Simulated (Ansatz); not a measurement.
# LaAs in the rock salt structure (space group Fm-3m, No. 225)

```cif
data_As4La4
_chemical_formula_sum 'La4 As4'
_space_group_name_H-M_alt 'Fm-3m'
_space_group_IT_number 225
_space_group_name_Hall '-F 4 2 3'
_cell_length_a 6.10999
_cell_length_b 6.10999
_cell_length_c 6.10999
_cell_angle_alpha 90.000
_cell_angle_beta 90.000
_cell_angle_gamma 90.000
loop_
_atom_site_label
_atom_site_type_symbol
_atom_site_symmetry_multiplicity
_atom_site_Wyckoff_symbol
_atom_site_fract_x
_atom_site_fract_y
_atom_site_fract_z
_atom_site_occupancy
La1 La 4 a 0.00000 0.00000 0.00000 1
As1 As 4 b 0.50000 0.50000 0.50000 1
```
(The calculation used a cell of 2 atoms; values per cell refer to that cell.)

The values are results of Ansatz (a first-principles code) PBEsol, without spin-orbit coupling, not measurements. Γ-centred 13×13×13 mesh, Fermi–Dirac width 0.05 eV.

```json
{
  "volume_per_atom": "28.51 Å³",
  "density": "6.23 g/cm³",
  "band_gap": "zero",
  "total_energy": "-5488.686 eV/atom (σ→0; compares only within this code and set-up)"
}
```

No phonon test of stability was made. All final runs are without spin polarisation. The zero or small gap of LaAs can change with the level of theory.
